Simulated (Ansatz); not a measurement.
**A short convergence ladder for MgS (R3m, 2 atoms in the cell)**

```xyz
2
Lattice="0.0000 2.8473 2.8473 2.8473 0.0000 2.8473 2.8473 2.8473 0.0000" Properties=species:S:1:pos:R:3 pbc="T T T"
Mg     0.0289     0.0289     0.0289
S      4.2709     4.2709     4.2709
```

Base method: LDA (PW92), default PAW files made with PBE (plane waves; Ansatz, a first-principles code).

Base settings: basis.ecutwfc = 420 eV; kpoints.mp_grid.grid = 8 8 8; hamiltonian.xc = lda; hamiltonian.pseudopotentials = {kind: paw} (the program's default PAW files); scf.occupations.method = fixed.

The count of work is k-points × plane waves × bands × iterations; it is no time. 

**The cutoff for other potential files**

Level: DFT, LDA (PW92), plane waves, harder PAW files (source: ansatz) made with PBE.

In this ladder: hamiltonian.pseudopotentials = {kind: paw, source: ansatz}.

The second cell is the first with its lattice scaled by 0.98.

The mesh stays at the base's, so the ladder's end is converged at best in this setting alone.

The first pressure column holds Ansatz's estimate of the finite-basis (Pulay) stress, which hides part of the cutoff error; the other is without it.

Only quantities that move along the ladder and can be compared are tabulated.

| basis.ecutwfc | free energy less the last step's (meV/atom) | energy of the compressed cell less the first (meV/atom) | pressure (GPa) | pressure without the Pulay estimate (GPa) | largest difference of a force vector from the last step's (eV/Å) | count of work / last |
|---|---|---|---|---|---|---|
| 280 eV | 5043.94 | -23.03 | -3.04 | -180.68 | 0.011 | 0.11 |
| 340 eV | 983.02 | -13.49 | -2.85 | -44.97 | 0.007 | 0.14 |
| 435 eV | 69.48 | -10.89 | -2.90 | -7.00 | 0.000 | 0.20 |
| 525 eV | 4.05 | -10.65 | -2.88 | -3.19 | 0.000 | 0.27 |
| 620 eV | 0.58 | -10.66 | -2.87 | -2.88 | 0.000 | 0.35 |
| 745 eV | 0.29 | -10.66 | -2.87 | -2.88 | 0.000 | 0.46 |
| 930 eV | 0.11 | -10.66 | -2.87 | -2.88 | 0.000 | 0.64 |
| 1240 eV | 0.00 | -10.67 | -2.88 | -2.88 | 0.000 | 1.0 |

Coarsest basis.ecutwfc that holds the energy of the compressed cell less the first within 1 meV/atom of the last step, with all finer ones: 435 eV, at 0.20 of the last step's count of work; the step before is off by 2.8 meV/atom.

Coarsest basis.ecutwfc that holds the forces within 0.005 eV/Å of the last step, with all finer ones: 435 eV, at 0.20 of the last step's count of work; the step before is off by 0.007 eV/Å.

Coarsest basis.ecutwfc that holds the pressure without the Pulay estimate within 0.2 GPa of the last step, with all finer ones: 620 eV, at 0.35 of the last step's count of work; the step before is off by 0.32 GPa.

The energy difference between the two cells stays within 1 meV/atom of the last step's from 435 eV on, the total only from 620 eV on: much of the error is common to both cells and cancels.

At the lowest cutoff the pressure without the Pulay estimate lies 178 GPa under the last step's, the usual sign of Pulay stress in an incomplete plane-wave basis.

On the base run: the starting cell comes from a database of computed structures (which also holds hypothetical and non-ambient phases and stackings), without a prior relaxation at this level. Its lattice was rescaled by up to half a per cent. One atom was moved a little off its site on purpose.

Keys are those of Ansatz 0.2.
